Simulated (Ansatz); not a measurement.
Relaxation of the outer planes of the (111) surface of fcc Al in its 1x1 cell, outermost plane spacing 2.33 Å in the ideal cut.

All values below come from PBE (plane waves to 420 eV, PAW; Ansatz, an electronic-structure program).

Model: 6-atom slab, 11.7 Å thick at the start, 15x15x1 mesh, Fermi-Dirac 0.1 eV, dipole correction, all atoms relaxed; start symmetry kept, larger cells not searched; no spin, no spin-orbit, no U.

| plane | atoms | bulk spacing to the next (Å) | relaxed spacing (Å) | change (%) | rumpling (Å) |
|---|---|---|---|---|---|
| 1 | Al | 2.334 | 2.357 | 1.0 | 0.00 |
| 2 | Al | 2.334 | 2.341 | 0.3 | 0.00 |
